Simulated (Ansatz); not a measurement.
ZnS (F-43m) under hydrostatic pressure (compression positive): electron conductivity mass by r2SCAN with spin-orbit coupling, rigid bands (plane waves, PAW; Ansatz, a first-principles code). The unloaded cell, whose axes the loads refer to:

```cif
data_SZn
_chemical_formula_sum 'Zn1 S1'
_space_group_name_H-M_alt 'P 1'
_space_group_IT_number 1
_cell_length_a 3.78763
_cell_length_b 3.78763
_cell_length_c 3.78763
_cell_angle_alpha 60.000
_cell_angle_beta 60.000
_cell_angle_gamma 60.000
loop_
_space_group_symop_operation_xyz
  'x, y, z'
loop_
_atom_site_label
_atom_site_type_symbol
_atom_site_fract_x
_atom_site_fract_y
_atom_site_fract_z
_atom_site_occupancy
Zn1 Zn 0.00000 0.00000 0.00000 1
S1 S 0.25000 0.25000 0.25000 1
```

```json
[
 {"hydrostatic pressure (compression positive) (GPa)": "-3", "volume per atom (Å³)": "20.03", "electron conductivity mass (mₑ)": "0.201"},
 {"hydrostatic pressure (compression positive) (GPa)": "-2", "volume per atom (Å³)": "19.73", "electron conductivity mass (mₑ)": "0.203"},
 {"hydrostatic pressure (compression positive) (GPa)": "-1", "volume per atom (Å³)": "19.46", "electron conductivity mass (mₑ)": "0.206"},
 {"hydrostatic pressure (compression positive) (GPa)": "0", "volume per atom (Å³)": "19.21", "electron conductivity mass (mₑ)": "0.208"},
 {"hydrostatic pressure (compression positive) (GPa)": "1", "volume per atom (Å³)": "18.97", "electron conductivity mass (mₑ)": "0.210"},
 {"hydrostatic pressure (compression positive) (GPa)": "2", "volume per atom (Å³)": "18.76", "electron conductivity mass (mₑ)": "?"},
 {"hydrostatic pressure (compression positive) (GPa)": "4", "volume per atom (Å³)": "18.35", "electron conductivity mass (mₑ)": "0.215"},
 {"hydrostatic pressure (compression positive) (GPa)": "6", "volume per atom (Å³)": "17.99", "electron conductivity mass (mₑ)": "0.218"}
]
```

Task: Fit a straight line to ln(electron conductivity mass) against the load over the rows given, and predict the row at 2 GPa.

Result: The means are x̄ = 0.714 GPa and ȳ = -1.5672; Σ(x − x̄)(y − ȳ) = 0.5695 and Σ(x − x̄)² = 63.43, so the slope is 0.898 % per GPa, and the rows given lie within 0.39 % of the line. At 2 GPa the line gives 0.211 mₑ; the calculation gives 0.212 mₑ, 0.44 % from it.

Masses are for dilute carriers at 300 K, harmonic means over directions unless an axis is named. Stresses and pressures are the targets of the relaxation. The structure type is held at every load. Geometry: cell and atoms relaxed with PBEsol.
